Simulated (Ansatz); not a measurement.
System: InAs (model structure, started from the BeO type, P4₂/mnm, No. 136, 8 atoms in the cell). Method: r²SCAN (Ansatz, a quantum-chemistry and plane-wave program, plane waves, PAW).

Settings: plane-wave cutoff 560 eV, 6×6×8 k mesh (along the axes of the cell as run), Fermi–Dirac smearing 0.01 eV, scalar-relativistic PAW data made under PBE.

Cell (relaxed at this level):

```
CELL_PARAMETERS angstrom
      7.45415     0.00000     0.00000
      0.00000     7.45415     0.00000
      0.00000     0.00000     4.32625
ATOMIC_POSITIONS crystal
  In 0.32255 0.67745 0.00000
  In 0.67745 0.32255 0.00000
  In 0.82255 0.82255 0.50000
  In 0.17745 0.17745 0.50000
  As 0.31875 0.31875 0.00000
  As 0.68125 0.68125 0.00000
  As 0.18125 0.81875 0.50000
  As 0.81875 0.18125 0.50000
```

Q: Predict the band gap and bulk modulus.

A: 
- band gap: 0.21 eV (on the SCF k mesh)
- bulk modulus: 52.6 GPa

Note: the bulk modulus is −V dP/dV from two relaxed cells at ±2 % in volume; the relaxation could raise the start's symmetry but not lower it, so the cell can be a saddle point.

Spin–orbit coupling is not included.

Computed values are for the static lattice.

Computing time: very roughly 6 core-minutes.

A model structure was made by putting elements into a prototype or built by hand; it is no filed structure, need not be a known phase, and can be a saddle point held by its symmetry.
